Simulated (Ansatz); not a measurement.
Start from BaTiO3 in the cubic perovskite structure (space group Pm-3m, No. 221).

```cif
data_BaO3Ti
_chemical_formula_sum 'Ba1 Ti1 O3'
_space_group_name_H-M_alt 'P 1'
_space_group_IT_number 1
_cell_length_a 4.01946
_cell_length_b 4.01946
_cell_length_c 4.01946
_cell_angle_alpha 90.000
_cell_angle_beta 90.000
_cell_angle_gamma 90.000
loop_
_space_group_symop_operation_xyz
  'x, y, z'
loop_
_atom_site_label
_atom_site_type_symbol
_atom_site_fract_x
_atom_site_fract_y
_atom_site_fract_z
_atom_site_occupancy
Ba1 Ba 0.00000 0.00000 0.00000 1
Ti1 Ti 0.50000 0.50000 0.50000 1
O1 O 0.00000 0.50000 0.50000 1
O2 O 0.50000 0.50000 0.00000 1
O3 O 0.50000 0.00000 0.50000 1
```

The values are results of Ansatz (a first-principles code) PBE, spin-orbit coupling left out, earlier PAW set, not measurements.

Base values:

The width of the top valence band comes out as 0.95 eV.

It is then changed as follows: every lattice vector is stretched by 1.47 %; the atoms relax in the strained cell.

### Question
Estimate the effect on the energy relative to the base.

### Answer
The energy grows by 12 meV/atom.

### Question
How does this affect the width of the top valence band?

### Answer
The width of the top valence band falls by 0.03 eV, from 0.95 eV to 0.92 eV.

The levels and masses belong to the bands next to the band gap. No phonon test of stability was made. All final runs are without spin polarisation. Many cubic perovskites are stable only at high temperature; tilts and polar distortions were not tested. This is not the structure that BaTiO3 has at room temperature and ambient pressure.
